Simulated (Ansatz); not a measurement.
Thermal properties of Ba (bcc (W type), Im-3m) at 300 K from quasi-harmonic approximation in Ansatz (plane waves, PAW), for several functionals and conditions. The first row is the reference, at zero pressure. 

```
run                       q mesh / k mesh  V (Å³/atom)  α_L (10⁻⁶/K)  bulk modulus B_T (GPa)     γ  C_P (J/mol/K)
-----------------------  ----------------  -----------  ------------  ----------------------  ----  -------------
PBEsol                   5×5×5 / 15×15×15        59.09          20.0                     8.6  0.71           26.0
LDA (phonon mesh 4×4×4)  4×4×4 / 12×12×12        54.40          16.9                     9.6  0.62           25.9
PBE (phonon mesh 4×4×4)  4×4×4 / 12×12×12        64.52           ___                     ___  0.84           26.2
```

### Question
Complete the blanks.

### Answer

- PBE (phonon mesh 4×4×4), α_L (10⁻⁶/K): 23.7
- PBE (phonon mesh 4×4×4), bulk modulus B_T (GPa): 7.8

The crystal is held in this phase throughout; melting and phase transitions are not modelled.

Ansatz is a first-principles code.
